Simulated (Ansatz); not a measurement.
GaSb under a change: electrons 3.0×10^21 cm⁻³

Consider GaSb in the zinc blende structure (space group F-43m, No. 216; a = 6.134 Å).

Modification: 0.173 electrons added to each cell, a density of 3.0×10^21 cm⁻³, with a uniform compensating background at fixed cell and a 300 K Fermi–Dirac width.

Calculations: r2SCAN in Ansatz (plane waves to 500 eV, PAW, without spin-orbit coupling), earlier PAW set. Settings: 21×21×21 k-points, 0.0259 eV Fermi–Dirac smearing.

- Gap between the host's bands = 0.42 eV (base 0.41 eV)
- Gap character = direct at Γ (base direct at Γ)
- Valley order (the lowest conduction-band minima on the path, energy above the VBM, named in the base's zone) = Γ 0.42 eV; L along ⟨111⟩ 0.66 eV; a point along ⟨100⟩, about 0.9 Å⁻¹ from Γ 1.05 eV (base Γ 0.41 eV; L along ⟨111⟩ 0.68 eV; a point along ⟨100⟩, about 0.9 Å⁻¹ from Γ 1.10 eV)
- Fermi level relative to the doped band's edge (positive inside the band; to 0.05 eV) = +0.95 eV

Carriers are added with a uniform compensating background; total energy and stress of such cells depend on the potential's zero and are not compared; many-body gap narrowing is missing at this level. Spin-orbit coupling, missing from the scalar runs, can matter with Sb. No phonon test of stability was made.

Ansatz is a quantum-chemistry and plane-wave program.
